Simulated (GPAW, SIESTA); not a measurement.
A SIESTA input for a self-consistent single point of Al₂Au (Fm-3m, 3 atoms in the cell) (DFT, GGA PBE, numerical atomic orbitals DZP, PseudoDojo PBE standard norm-conserving potentials (rewritten from UPF to PSML)):

```
# files in the folder: Al.psml Au.psml (PseudoDojo PBE standard)
SystemName  Al2Au
SystemLabel siesta

NumberOfAtoms                3
NumberOfSpecies              2
%block ChemicalSpeciesLabel
  1 13 Al
  2 79 Au
%endblock ChemicalSpeciesLabel
LatticeConstant              1.0 Ang
%block LatticeVectors
     0.000000000    3.029656000    3.029656000
     3.029656000    0.000000000    3.029656000
     3.029656000    3.029656000    0.000000000
%endblock LatticeVectors
AtomicCoordinatesFormat      Ang
%block AtomicCoordinatesAndAtomicSpecies
     1.514828000    1.514828000    1.514828000  1
     4.544484000    4.544484000    4.544484000  1
     0.000000000    0.000000000    0.000000000  2
%endblock AtomicCoordinatesAndAtomicSpecies

XC.functional                GGA
XC.authors                   PBE
PAO.BasisSize                DZP
PAO.EnergyShift              0.01 Ry
MeshCutoff                   400 Ry
%block kgrid.MonkhorstPack
    6   0   0  0.0
    0   6   0  0.0
    0   0   6  0.0
%endblock kgrid.MonkhorstPack
OccupationFunction           FD
ElectronicTemperature        100.0 meV

MaxSCFIterations             150
SCF.Mixer.Method             Pulay
SCF.Mixer.Weight             0.25
SCF.Mixer.History            6
SCF.DM.Tolerance             1.0E-05
Diag.ParallelOverK           true
WriteForces                  true
Charge.Mulliken              end
```

Write the same calculation as an input for GPAW.

One input that does it (others would too):

```python
from ase import Atoms
from ase.units import GPa
from gpaw import GPAW, PW, FermiDirac

atoms = Atoms(['Al', 'Al', 'Au'],
              cell=[[0.000000, 3.029656, 3.029656],
                    [3.029656, 0.000000, 3.029656],
                    [3.029656, 3.029656, 0.000000]],
              scaled_positions=[[0.250000, 0.250000, 0.250000],
                                [0.750000, 0.750000, 0.750000],
                                [0.000000, 0.000000, 0.000000]],
              pbc=True)

calc = GPAW(mode=PW(600),
            xc='PBE',
            kpts={'size': (6, 6, 6), 'gamma': True},
            occupations=FermiDirac(0.1),
            nbands=-7,
            convergence={'forces': 0.001},
            symmetry={'symmorphic': False, 'tolerance': 0.0005},
            maxiter=150)

atoms.calc = calc

energy = atoms.get_potential_energy()
print('Energy (eV):', round(energy, 6))
forces = atoms.get_forces()
print('Forces (eV/Ang):')
print(forces.round(5))
stress = atoms.get_stress()
print('Stress (GPa, Voigt):', (stress / GPa).round(4))
```

Basis settings and potentials, where a program has them, do not carry over. This input uses DFT PBE, plane waves, GPAW PAW datasets PBE (gpaw-data 1.0.1). Both were run: pressure 0.52 GPa in SIESTA and 0.56 in GPAW.

On SIESTA: the starting cell comes from a database of computed structures (which also holds hypothetical and non-ambient phases and stackings), without a prior relaxation at this level. Its lattice was rescaled by a random factor within 2.5 % of one. Values carry the incompleteness of an atom-centred basis.

On GPAW: the starting cell comes from a database of computed structures (which also holds hypothetical and non-ambient phases and stackings), without a prior relaxation at this level. Its lattice was rescaled by a random factor within 2.5 % of one.
